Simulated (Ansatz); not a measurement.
Consider CdS in the zinc blende structure (space group F-43m, No. 216; a = 5.8242 Å).

Calculations: PBEsol/PAW in Ansatz (an electronic-structure program), spin-orbit coupling left out.

For the base:

```
Item                    Value
-------------  --------------
Electron mass  0.11 mₑ (at Γ)
Band gap              1.01 eV
```

It is then changed as follows: an isotropic linear strain of −3.00 %, atoms relaxed at fixed cell.

**Question.** Predict the new energy relative to the base.

**Answer.** The energy goes up by 43 meV/atom.

**Question.** Estimate the effect on the electron mass.

**Answer.** The electron mass changes from 0.11 mₑ (at Γ) to 0.13 mₑ (at Γ).

**Question.** What does the calculation give for the band gap after the change?

**Answer.** The band gap increases by 0.18 eV, from 1.01 eV to 1.19 eV.

Effective masses come from finite differences of ±0.01 Å⁻¹. Stability against distortions was not tested.
